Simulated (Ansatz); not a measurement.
Consider a (10,10) WS2 nanotube.

Levels: PBE (plane waves to 420 eV, PAW; Ansatz, a first-principles code); PBE with spin-orbit coupling (Ansatz). Unmarked values and the geometry are of the first. Mesh 1×1×10. No spin polarisation, so a magnetic state wasn't tested. It repeats along c; a and b span vacuum. An idealised model, rolled from the flat sheet. Symmetry and one short period hold its shape; lower forms weren't sought. Values not marked SOC lack spin–orbit coupling. Buckling under compression is shut out by symmetry and the short period.

Question: What do the calculations give?

Answer: 
| Property | Value |
|---|---|
| period along the axis (60 atoms) | 3.201 Å |
| mean diameter | 18.25 Å |
| radii of the innermost and outermost atoms | 7.58 and 10.65 Å |
| energy over the flat sheet | +180 meV/atom |
| PBE gap | 1.09 eV, indirect, from k = 0.083 × 2π/c to k = 0.323 × 2π/c |
| electron mass along the axis (PBE) | 0.34 mₑ |
| hole mass along the axis (PBE) | 2.1 mₑ |
| valence and conduction edges under the vacuum level (PBE) | 5.52 and 4.43 eV |
| PBE+SOC gap at this geometry | 1.03 eV |
| axial stiffness dF/dε | 696 nN |
